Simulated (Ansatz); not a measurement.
Take Ba in the bcc (W type) structure (space group Im-3m, No. 229; a = 4.882 Å) as the base.

Level of theory: PBEsol, PAW, 420 eV (Ansatz, an electronic-structure program; spin-orbit coupling left out), earlier PAW set.

Before the change:

Lattice parameter a: 488.2 pm

Now apply this change: full substitution Ba → Li, then cell and atoms are relaxed.

Tabulated Pauling electronegativity and covalent radius: Ba 0.89, 2.15 Å; Li 0.98, 1.28 Å.

Task: Estimate the effect on the lattice parameter a.

Result: The lattice parameter a falls by 144.7 pm (488.2 pm → 343.5 pm).

Whether these cells are dynamically stable was not tested.
